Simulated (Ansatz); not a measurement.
Base system: Ti in the hcp (Mg type) structure (space group P6_3/mmc, No. 194; a = 2.9016 Å, c = 4.5930 Å; relaxed with 0.1 eV smearing). Axes: x lies along a and z along c of the hexagonal cell.

Level of theory: PBEsol (Ansatz, a program for electronic structure; PAW; 420 eV plane waves; without spin-orbit coupling).

Before the change:

| Item | Value |
|---|---|
| Shortest interatomic distance | 2.843 Å |

The change: tensor shear ε_xz = +0.57 % (engineering shear γ = 0.0114), atoms relaxed at fixed cell.

What does the calculation give for the stress after the change?

The stress (xx, yy, zz, yz, xz, xy; compression positive) is (0.0, 0.0, 0.0, 0.0, -0.4, 0.0) GPa.

How does this affect the shortest interatomic distance?

The shortest interatomic distance shrinks by 0.0134 Å to 2.829 Å.

What does the calculation give for the energy relative to the base after the change?

The energy is nearly the same.

The cells carry an imposed strain or load. Stability against distortions was not tested. The final runs are not spin-polarised.
